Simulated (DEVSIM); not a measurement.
Structure: abrupt Si n-p junction, at 250 K.

Layer 1 from the left is Si, thickness (μm) 0.120, Nd (cm⁻³) 2.5e17, τn (s) 4.5e-5, τp (s) 4.5e-5. Layer 2 from the left is Si, thickness (μm) 1.10, Na (cm⁻³) 4.9e17, τn (s) 4.5e-5, τp (s) 4.5e-5.

Left contact: ohmic. Right contact: ohmic. Voltage is applied to the left contact. Recombination: SRH at mid-gap, radiative. Mobility is constant in doping.

Constants are typed, rounded textbook-type inputs, not results; the design itself was drawn at random and stands for no fabricated device. Values at 300 K; Nc and Nv go as T^1.5, mobilities as T to minus their exponent, the gap by Varshni's rule with the affinity fixed.

Si: gap (eV) 1.124, affinity (eV) 4.05, permittivity 11.7, Nc (cm⁻³) 2.86e19, Nv (cm⁻³) 3.1e19, μn (cm²/Vs) 1417, μp (cm²/Vs) 470, T exponent of μn 2.3, T exponent of μp 2.2, B (cm³/s) 4.7e-15, Varshni α (eV/K) 0.000473, Varshni β (K) 636.

DEVSIM, 1D drift-diffusion, Boltzmann statistics, complete ionisation; no tunnelling, impact ionisation, image-force lowering or self-heating.

**Question.** What does the simulation give for the dark forward voltage at 1 A/cm², the potential step across the device at zero bias, the largest field in the device at zero bias?

**Answer.** dark forward voltage at 1 A/cm² 0.700 V; potential step across the device at zero bias 0.956 V; largest field in the device at zero bias 220000 V/cm.
